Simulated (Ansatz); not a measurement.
The parent structure is Ge in the diamond structure (space group Fd-3m, No. 227; a = 5.673 Å).

Level of theory: plane-wave PAW DFT at the r2SCAN level (Ansatz, a program for electronic structure, 500 eV), no SOC, earlier PAW set.

One change was made to it. Results:

The band gap becomes zero (base: 0.37 eV); the density grows by 3.165 g/cm³ to 8.45 g/cm³; the shortest interatomic distance shrinks by 0.111 Å, from 2.456 Å to 2.345 Å.

Problem. What was done to the base?
A) Ge → Sn
B) Ge → Pb
C) Ge → Os
D) Ge → Ru

Solution. D, Ge → Ru. For comparison, the density in the other runs: Ge → Os gives 15.04 g/cm³; Ge → Pb gives 8.19 g/cm³; Ge → Sn gives 5.56 g/cm³.

Stability against distortions was not tested. As relaxed here, Ru and Os are hypothetical phases, not in the database extracts checked. For Pb in this form, whether it has been made was not checked. The final runs are not spin-polarised. This is not the structure that Pb has at room temperature and ambient pressure.
